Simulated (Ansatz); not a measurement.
The reference is HfN in the rock salt structure (space group Fm-3m, No. 225).

Space group Fm-3m (No. 225); a = 4.5016 Å, b = 4.5016 Å, c = 4.5016 Å, α = 90.00°, β = 90.00°, γ = 90.00°

```tsv
atom	site	symmetry	x	y	z
N	4a	m-3m	0.0000	0.0000	0.0000
Hf	4b	m-3m	0.5000	0.5000	0.5000
```
(The calculation used a cell of 2 atoms; values per cell refer to that cell.)

The values are results of PBEsol (Ansatz, a program for electronic structure), no spin-orbit coupling, not measurements.

Base values:

```
Property                             Value
-----------------------------  -----------
Shortest interatomic distance      2.251 Å
Band gap                              zero
Density                        14.02 g/cm³
```

One thing is altered: full substitution Hf → Ta, then cell and atoms are relaxed.

Tabulated Pauling electronegativity and covalent radius: Hf 1.30, 1.75 Å; Ta 1.50, 1.70 Å.

Question: Predict the new shortest interatomic distance.

Answer: The shortest interatomic distance decreases by 0.063 Å, from 2.251 Å to 2.188 Å.

Question: Estimate the effect on the band gap.

Answer: The band gap remains zero.

Question: Estimate the effect on the density.

Answer: The density grows by 1.44 g/cm³ (14.02 g/cm³ → 15.46 g/cm³).

Whether these cells are dynamically stable was not tested. The final runs are not spin-polarised. An odd electron count without spin: HfN. This is not the structure that TaN has at room temperature and ambient pressure.
